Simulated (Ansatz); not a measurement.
Density of states of CuI (P4/nmm) above the conduction band minimum, PBEsol+D3BJ with spin-orbit coupling, rigid bands (Ansatz, a program for electronic structure); cell volume 92.5 Å³.

```
energy from edge (eV)  10⁻³ states/eV/cell
---------------------  -------------------
0.006                                 3.66
0.031                                 8.82
0.056                                 12.4
0.081                                 15.5
0.106                                 18.4
0.131                                 21.2
0.156                                 24.1
0.181                                 27.0
0.206                                 29.8
0.231                                 32.8
0.256                                 35.8
0.281                                 39.1
0.319                                 43.8
0.344                                 47.2
0.369                                 50.7
0.394                                 54.2
0.419                                 82.2
0.444                                  193
0.469                                  246
0.494                                  291
0.519                                  335
0.544                                  373
0.569                                  480
0.594                                  578
```

Q: What effective density of states at 300 K does this give (∫ g(E) exp(−E/k_BT) dE, both spins, divided by the cell's size)?

A: 2.0e18 cm⁻³, a density-of-states mass of 0.187 mₑ, valleys and band degeneracy included.

Geometry: cell and atoms relaxed with PBEsol+D3(BJ).

Computed structure with no diffraction record at hand here (it may be known, metastable or hypothetical): CuI (P4/nmm). PBEsol with a dispersion correction tends to overbind, so the cell can be several per cent short, in bad cases over ten, which usually narrows a gap: CuI (P4/nmm).
